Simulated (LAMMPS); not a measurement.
SiO2 (stishovite, a high-pressure form) at 300 K and zero pressure, started from the crystal, with several potentials, in cells of their own sizes.

Potentials compared:
- SiO.1990.vashishta: classical MD, pair style vashishta, file SiO.1990.vashishta (LAMMPS); P. Vashishta, R. K. Kalia, J. P. Rino, and I. Ebbsjo, Phys. Rev. B 41, 12197 (1990).
- SiO.1994.vashishta: classical MD, pair style vashishta, file SiO.1994.vashishta (LAMMPS); Nakano, Kalia, and Vashishta, J. Non-Crystal. Solids, v. 171, p. 157 (1994)
- SiO.1997.vashishta: classical MD, pair style vashishta, file SiO.1997.vashishta (LAMMPS); Broughton, Meli,Vashishta,and Kalia, Phys Rev B, v. 56, p. 611 (1997)
- ionic pair potential bks1990: classical MD, Buckingham potential of van Beest, Kramer and van Santen, Phys. Rev. Lett. 64, 1955 (1990), used with rigid ions (no shells), PPPM sums, short-range terms cut at 10 Å, modified for these runs by an r^-4 repulsive force inside the short-range force's maximum (LAMMPS)

```csv
potential,state,volume,"first peak of g(r), O-Si",coordination number of O by Si,mean phonon frequency,rough cost (ms per atom and simulated ps)
ionic pair potential bks1990,crystal; no diffusion seen in 21 ps,7.6791 ± 0.0001 Å³/atom,"1.77 Å, height 13.9",3.00 (counted to 2.46 Å),19.4 THz,10 to 30
SiO.1990.vashishta,solid that has left the starting structure; no diffusion seen in 30 ps,11.790 ± 0.007 Å³/atom,"1.62 Å, height 20.9",1.95 (counted to 2.06 Å),19.6 THz,10 to 30
SiO.1994.vashishta,solid that has left the starting structure; no diffusion seen in 30 ps,15.602 ± 0.002 Å³/atom,"1.61 Å, height 25.8",1.92 (counted to 2.06 Å),18.6 THz,3 to 10
SiO.1997.vashishta,solid that has left the starting structure; no diffusion seen in 30 ps,17.60 ± 0.05 Å³/atom,"1.59 Å, height 18.1",1.92 (counted to 2.22 Å),9.2 THz,3 to 10
```

Measured volume at room temperature: 7.76 Å³/atom (Stixrude, Lithgow-Bertelloni (2024), HeFESTo parameters 010123, as shipped in burnman 2.1.0).

Costs are rough: whole-run CPU time with set-up and analysis, from shared machines, in bands a factor of about three wide.

Caution (row ionic pair potential bks1990): in nature this polymorph isn't the stable one over the whole range of temperature at this pressure, and short runs keep a crystal in its starting form.

Caution (rows SiO.1990.vashishta; SiO.1997.vashishta): enthalpy drifts during the constant-pressure average: a transition or slow ageing; fluctuation values are void.

Caution: with SiO.1990.vashishta the 0 K volume of this crystal is 30 % off the measured one.

Caution: with SiO.1994.vashishta the 0 K volume of this crystal is 40 % off the measured one.

Caution: with SiO.1997.vashishta the 0 K volume of this crystal is 55 % off the measured one.

States go by the mean squared displacement: a species diffuses where it passes 1.5 Å², still rises and gives D over 1e-6 cm²/s; a crystal has left its structure where atoms lie 0.35 Å off their sites on average or a cubic box changes its shape by 3 %, or the axial ratios of another lie 8 % off the starting cell's, which the potential's own relaxation can also do.

Errors shown are sampling errors alone.
